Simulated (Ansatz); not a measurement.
Response to strain in BeTe

Consider BeTe in the zinc blende structure (space group F-43m, No. 216; a = 5.657 Å).

Strains are applied to the cell and any free atomic positions relax.

Level of theory: Ansatz (an electronic-structure program) r2SCAN, no SOC.

Notes on the quantities. energy relative to the base: free energy F.

```
case                      band gap  energy relative to the base  volume per atom
------------------------  --------  ---------------------------  ---------------
base                       2.37 eV                   0 meV/atom         22.63 Å³
isotropic strain +0.50 %   2.41 eV                +0.9 meV/atom         22.97 Å³
isotropic strain +1.00 %   2.44 eV                +3.6 meV/atom         23.31 Å³
isotropic strain +1.50 %   2.48 eV                +8.1 meV/atom         23.66 Å³
isotropic strain +2.00 %   2.51 eV                 +14 meV/atom         24.01 Å³
isotropic strain +2.50 %   2.54 eV                 +22 meV/atom         24.37 Å³
isotropic strain +3.00 %   2.57 eV                 +31 meV/atom         24.73 Å³
```

With Te present, leaving out spin-orbit coupling can change the band edges. No phonon test of stability was made.
